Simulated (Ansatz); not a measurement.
Base system: BaO in the NiAs type structure (space group P6_3/mmc, No. 194; a = 3.772 Å, c = 6.644 Å; a model cell, its experimental status unchecked).

Level of theory: Ansatz (an electronic-structure program), PBEsol, PAW, cutoff 420 eV, spin-orbit coupling left out.

For the base:

| Item | Value |
|---|---|
| Band gap | 2.21 eV |

Perturbation: cell and atoms relaxed at a pressure of 2.1 GPa.

Q: How does this affect the band gap?

A: The band gap decreases by 0.03 eV to 2.18 eV.

Load acts through the strain it causes; cell and atoms are relaxed under it. Whether these cells are dynamically stable was not tested. This is not the structure that BaO has at room temperature and ambient pressure.
